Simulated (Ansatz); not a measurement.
Defect: Sn-vacancy pair (Sn on one host Ru site, one Ru site vacant) in hcp Ru, neutral cell. Method: PBE, PAW (plane waves to 420 eV; Ansatz, a first-principles code).

Cell of 36 host sites held at the relaxed PBE lattice; a 2×2×2 k-point mesh shifted by half a step along c; Fermi-Dirac width 0.10 eV, spin-restricted; finite-size errors left in. Energies are static. Forms of the defect that were not tried may lie lower.

Barriers: single points on a 4×4×4 k-point mesh shifted by half a step along c at the bands' geometries.

The step: Sn and the vacancy change places (Sn-vacancy distance between ideal sites 2.66 Å throughout). Atoms about the jump, Cartesian Å from the middle of the jump, before and after:

```csv
atom,x0,y0,z0,x1,y1,z1
Sn1,0.60,0.34,-0.91,-0.60,-0.34,0.91
Ru2,-2.11,0.39,-1.09,-2.11,0.41,-1.15
Ru3,-0.72,-2.02,-1.09,-0.70,-2.03,-1.15
Ru4,0.70,2.03,1.15,0.72,2.02,1.09
Ru5,2.11,-0.41,1.15,2.11,-0.39,1.09
Ru6,-0.73,2.79,-1.08,-0.69,2.77,-1.09
Ru7,-2.05,1.98,1.09,-2.05,2.02,1.08
Ru8,2.05,-2.02,-1.08,2.05,-1.98,-1.09
Ru9,0.69,-2.76,1.09,0.73,-2.79,1.08
Ru10,-0.70,-0.40,-3.28,-0.66,-0.38,-3.22
Ru11,0.66,0.38,3.22,0.70,0.40,3.28
Ru12,-3.41,-0.40,1.09,-3.45,-0.40,1.07
Ru13,2.07,2.79,-1.07,2.05,2.75,-1.09
Ru14,3.45,0.40,-1.07,3.41,0.40,-1.09
Ru15,-2.05,-2.75,1.09,-2.07,-2.79,1.07
```

**Question.** Where do these atoms stand at the saddle point, and how high is it?

**Answer.** 
| atom | x | y | z |
|---|---|---|---|
| Sn1 | 0.00 | 0.00 | -0.01 |
| Ru2 | -2.20 | 0.42 | -1.19 |
| Ru3 | -0.74 | -2.12 | -1.19 |
| Ru4 | 0.74 | 2.11 | 1.17 |
| Ru5 | 2.20 | -0.42 | 1.17 |
| Ru6 | -0.71 | 2.76 | -1.11 |
| Ru7 | -2.03 | 2.00 | 1.09 |
| Ru8 | 2.03 | -2.00 | -1.11 |
| Ru9 | 0.71 | -2.76 | 1.09 |
| Ru10 | -0.68 | -0.39 | -3.25 |
| Ru11 | 0.68 | 0.39 | 3.23 |
| Ru12 | -3.38 | -0.39 | 1.07 |
| Ru13 | 2.03 | 2.74 | -1.08 |
| Ru14 | 3.38 | 0.39 | -1.08 |
| Ru15 | -2.03 | -2.74 | 1.06 |
It lies 0.73 eV above the start and 0.73 eV above the end. The program found a first-order saddle point.
